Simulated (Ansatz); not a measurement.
We consider 1T (CdI2-type) MgI2, described by G0W0@HSE06 in Ansatz (hard PAW, contour deformation, complete-basis limit).

Numerical settings: largest k mesh 6×6×2 (not extrapolated in the mesh).

Cell (measured lattice):

```cif
data_I2Mg
_chemical_formula_sum 'Mg1 I2'
_space_group_name_H-M_alt 'P-3m1'
_space_group_IT_number 164
_space_group_name_Hall '-P 3 2"'
_cell_length_a 4.15370
_cell_length_b 4.15370
_cell_length_c 6.86200
_cell_angle_alpha 90.000
_cell_angle_beta 90.000
_cell_angle_gamma 120.000
loop_
_atom_site_label
_atom_site_type_symbol
_atom_site_symmetry_multiplicity
_atom_site_Wyckoff_symbol
_atom_site_fract_x
_atom_site_fract_y
_atom_site_fract_z
_atom_site_occupancy
Mg1 Mg 1 a 0.00000 0.00000 0.00000 1
I1 I 2 d 0.33333 0.66667 0.24237 1
```

What does this level give for the band gap?


- band gap: 5.77 eV

Note: GW on a hybrid start was not checked against another program; cell and atoms aren't relaxed at this level; the gap holds a correction of +0.21 eV to the complete basis; the gap is lowered by 0.05 eV for band edges off the mesh, as the parent functional finds them.

Spin–orbit coupling is not included; with these elements it can move the gap by several tenths of an eV or more.

The computed numbers hold no vibrational or temperature effects.

Cost on a shared machine: about 8 core-hours (a rough figure).

Ansatz is a program for electronic structure.
